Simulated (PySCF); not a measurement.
PySCF 2.14.0, BP86/def2-tzvp, df: thienothiophene (c1cc2sccc2s1), 12 atoms. The geometry is a generated start, not checked to be a minimum at this level.

```json
{
 "task": "energy",
 "method": "bp86",
 "basis": "def2-tzvp",
 "two_electron_scheme": "density fitting",
 "mol.max_memory": "3000 MB",
 "mf.init_guess": "minao (default)",
 "mf.DIIS": "CDIIS (default)",
 "mf.diis_space": "8 (default)",
 "mf.conv_tol": "1e-09 (default)",
 "mf.grids.level": "3 (default)",
 "basis_functions": "284",
 "grid_points": "161704"
}
```

It runs on a single node (Arm Neoverse V2, 96 cores on 1 socket, no SMT, 1 L3 cache group).

Times are wall-clock medians of two to five repeats, from the common launch until the last copy ends, with nothing else on the machine. Unless noted, each process is bound to its own block of adjacent cores. Build: PyPI wheel: OpenMP (GNU), a bundled serial OpenBLAS 0.3.3 under its C layer, NumPy's threaded OpenBLAS held to generic ARMv8 kernels, libcint, Libxc. Other compilers and libraries give other times. Scratch files lie in a memory file system.

Ways to fill 88 cores (the node offers 329 GiB):
- 88 threads, 1 BLAS thread
- 44 copies of 2 threads, 1 BLAS thread
- 22 copies of 4 threads, 1 BLAS thread
- 4 copies of 22 threads, 1 BLAS thread
- 11 copies of 8 threads, 1 BLAS thread
- 2 copies of 44 threads, 1 BLAS thread

**Question.** Which packing maximises jobs per hour, and what does it cost in the time of one job?

**Answer.** 44 copies of 2 threads, 1 BLAS thread: 3900 jobs an hour; within 8 % of it: 22 copies of 4 threads, 1 BLAS thread. At the low end 88 threads, 1 BLAS thread gives 1000. The best is the narrowest job tried, and narrower ones have no timing here. One job is done soonest with 88 threads, 1 BLAS thread (3.5 s against 40 s).

| way | time till all copies end | jobs an hour | memory in all, scratch files included |
|---|---|---|---|
| 44 copies of 2 threads, 1 BLAS thread | 40 s | 3900 | 38 GiB |
| 22 copies of 4 threads, 1 BLAS thread | 21 s | 3700 | 19 GiB |
| 11 copies of 8 threads, 1 BLAS thread | 12 s | 3400 | 9.4 GiB |
| 4 copies of 22 threads, 1 BLAS thread | 5.5 s | 2600 | 3.5 GiB |
| 2 copies of 44 threads, 1 BLAS thread | 4.0 s | 1800 | 1.8 GiB |
| 88 threads, 1 BLAS thread | 3.5 s | 1000 | 0.99 GiB |

1 planned setting was not run, for want of time.
